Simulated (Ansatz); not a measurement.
# How the volume per atom of InGaZnO4 (model structure, started from the InGaZnO4 type, R3m, No. 160, 7 atoms in the cell) moves with the method

No measured value is used here.

```json
[
 {"level (code)": "PBE (Ansatz)", "value (Å³/atom)": "[?]"},
 {"level (code)": "PBEsol (Ansatz)", "value (Å³/atom)": "11.67"},
 {"level (code)": "PBE-D3(BJ) (Ansatz)", "value (Å³/atom)": "11.91"}
]
```

Question: Some entries are withheld; supply them.

Answer: 
- PBE (Ansatz, a first-principles code), value (Å³/atom): 12.13

Ansatz's density-functional and Hartree–Fock values are scalar-relativistic unless marked +SOC, with PAW data made under PBE.

A model structure was made by putting elements into a prototype or built by hand; it is no filed structure, need not be a known phase, and can be a saddle point held by its symmetry.
